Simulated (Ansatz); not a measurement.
Where the default PAW files enter, the runs use the earlier of Ansatz's two default sets.

Consider the following.

```
LiTaO3
1.0
    5.13396     0.00000     0.00000
    2.56698     4.83802     0.00000
    2.56698    -1.36200     4.23239
Li Ta O
2 2 6
Direct
  0.43356   0.84966   0.28322
  0.43356   0.34966   0.78322
  0.00109   0.99837   0.99946
  0.00109   0.49837   0.49946
  0.51896   0.70551   0.61431
  0.16122   0.70551   0.22447
  0.90880   0.70551   0.86673
  0.16122   0.20551   0.11431
  0.90880   0.20551   0.72447
  0.51896   0.20551   0.36673
```

Space group of this cell: R3c. The cell is taken as given; by PBEsol its mean pressure is -1.4 GPa.

The numbers are results of PBEsol (plane waves, PAW; Ansatz, a quantum-chemistry and plane-wave program), not measurements.

The current runs along the normal of the first two printed vectors; no spin-orbit coupling. Scaled by the factor s: all lengths (ions clamped). Meshes 8×8×8 and 8×6 across the current in all rows.

```json
[
 {"s": "0.98", "mean pressure (GPa)": "14.4", "band gap (eV)": "?"},
 {"s": "1.00", "mean pressure (GPa)": "-1.4", "band gap (eV)": "3.84"},
 {"s": "1.02", "mean pressure (GPa)": "-13.3", "band gap (eV)": "3.58"}
]
```

### Question
Take the slope of the band gap against ln s from the two given rows, extrapolate to s = 0.98, and say what the run there gives.

### Answer
Slope = (3.58 − 3.84) / ln 1.02 = -13.1 eV. The line gives 3.84 + (-13.1) × ln 0.98 = 4.11 eV. The run gives 4.10 eV, 0.01 eV under the line, 2 % of the predicted step.
